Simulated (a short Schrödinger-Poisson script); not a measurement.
Structure: MOS inversion layer, SiO2 on p-type Si(110), at 300 K.

From the gate side: 1.4 nm SiO2; 290 nm Si, acceptors 5.5e17 cm⁻³.

Constants are typed, rounded textbook-type inputs, not results; the design itself was drawn at random and stands for no fabricated device. SiO2: permittivity 3.9, conduction-band edge (eV) 3.15, gap (eV) 9, electron mass (mₑ) 0.5. Si: permittivity 11.7, conduction-band edge (eV) 0, gap (eV) 1.124, Nv at 300 K (cm⁻³) 3.1e19.

Channel valleys (confinement mass, in-plane density-of-states mass, number): Δ4 0.315, 0.324, 4; Δ2 0.19, 0.417, 2. At the gate the conduction-band edge of layer 1 lies 3.24 eV − eVg above the Fermi level of the channel; the field vanishes at the back. Gaps are held at their typed values at every temperature. Mesh 0.03 nm at interfaces.

From a short Schrödinger-Poisson script (our own, NumPy): 1D Poisson equation in equilibrium, electrons quantum, Hartree (BenDaniel-Duke, 12 states a valley, the channel's in-plane mass for all, wave functions ending at the dielectric), parabolic valleys, classical holes, full ionisation, no traps, pinning or gate leakage.

```
Vg (V)  electrons (cm⁻²)  C (μF/cm²)  Δ4 E0 (meV from the Fermi level)  Δ2 E0 (meV from the Fermi level)
------  ----------------  ----------  --------------------------------  --------------------------------
0.15              2.14e9       0.217                             233.7                             257.0
0.2              1.12e10       0.254                             190.9                             214.6
0.25             5.30e10       0.417                             150.5                             174.7
0.3              1.89e11       0.767                             117.4                             142.2
0.35             4.54e11        1.10                              94.3                             119.9
0.4              8.17e11        1.32                              78.7                             105.2
0.45             1.24e12        1.44                              67.5                              94.9
0.5              1.70e12        1.53                              58.8                              87.3
0.55             2.18e12        1.59                              51.8                              81.3
0.6              2.68e12        1.64                              45.9                              76.4
0.65             3.19e12        1.67                              40.8                              72.3
0.7              3.72e12        1.70                              36.4                              68.8
0.75             4.25e12        1.73                              32.3                              65.7
0.8              4.80e12        1.75                              28.7                              63.0
0.85             5.34e12        1.77                              25.3                              60.6
0.9              5.90e12        1.78                              22.2                              58.5
0.95             6.46e12        1.80                              19.2                              56.5
1                7.02e12        1.81                              16.5                              54.7
1.05             7.59e12        1.82                              13.9                              53.0
1.1              8.16e12        1.84                              11.4                              51.4
1.15             8.74e12        1.85                               9.1                              50.0
```

At Vg = 1.15 V the lowest Δ4 subband lies at 9.1 meV from the Fermi level. How many electrons does it hold, and what share of all?

The two-dimensional density of states is g m/(πħ²) = 5.41e11 cm⁻² meV⁻¹ (both spins), kT = 25.9 meV, so n = D kT ln(1 + exp(−E/kT)) = 7.46e12 cm⁻², 0.85 of the 8.74e12 cm⁻² in all.

Compare the slope of the sheet density between 1.05 and 1.15 V with the geometric capacitance of the layers between gate and channel.

q Δn/ΔV = 1.84 μF/cm²; ε0/Σ(t/ε) = 2.47 μF/cm². The ratio is 0.75: the channel acts as a further capacitance in series.
